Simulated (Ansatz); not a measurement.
Base system: BeS in the zinc blende structure (space group F-43m, No. 216; a = 4.838 Å).

Calculations: PBEsol in Ansatz (plane waves to 420 eV, PAW, no SOC).

One change was made to it. Results:

```
quantity                          base    after
-----------------------------  -------  -------
width of the top valence band  3.44 eV  3.64 eV
band gap                       2.91 eV  2.81 eV
lattice parameter a            4.838 Å  4.774 Å
```

Problem. Which of these changes matches the shifts?
A. pressure 4.2 GPa
B. pressure 1.8 GPa
C. pressure 30 GPa
D. pressure 60 GPa
E. pressure −1 GPa

Solution. A, pressure 4.2 GPa. For comparison, the band gap in the other runs: pressure 30 GPa gives 2.33 eV; pressure −1 GPa gives 2.93 eV; pressure 1.8 GPa gives 2.87 eV; pressure 60 GPa gives 1.89 eV.

Load acts through the strain it causes; cell and atoms are relaxed under it. Whether these cells are dynamically stable was not tested. No other phases were tried under pressure.

Ansatz is an electronic-structure program.
